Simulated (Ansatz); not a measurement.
# A computed series for Ag: pressure series

Consider Ag in the fcc (Cu type) structure (space group Fm-3m, No. 225; a = 4.149 Å).

Cell and atoms are relaxed at each pressure.

Method: DFT with PBE, PAW potentials and a 420 eV plane-wave cutoff in Ansatz (an electronic-structure program), spin-orbit coupling left out.

Notes on the quantities. enthalpy: H = E + PV relative to the base's energy.

```
variant               density  shortest interatomic distance       enthalpy
----------------  -----------  -----------------------------  -------------
base              10.03 g/cm³                        2.933 Å              –
pressure −2 GPa    9.80 g/cm³                        2.957 Å  -0.23 eV/atom
pressure −1 GPa    9.92 g/cm³                        2.945 Å  -0.11 eV/atom
pressure 1.8 GPa  10.23 g/cm³                        2.915 Å  +0.20 eV/atom
pressure 4.2 GPa  10.46 g/cm³                        2.893 Å  +0.46 eV/atom
pressure 9 GPa    10.87 g/cm³                        2.857 Å  +0.96 eV/atom
pressure 18 GPa   11.49 g/cm³                        2.804 Å  +1.86 eV/atom
pressure 30 GPa   12.15 g/cm³                        2.752 Å  +2.99 eV/atom
pressure 45 GPa   12.83 g/cm³                        2.703 Å  +4.34 eV/atom
pressure 60 GPa   13.40 g/cm³                        2.664 Å  +5.61 eV/atom
```

Load acts through the strain it causes; cell and atoms are relaxed under it. Whether these cells are dynamically stable was not tested. No other phases were tried under pressure.
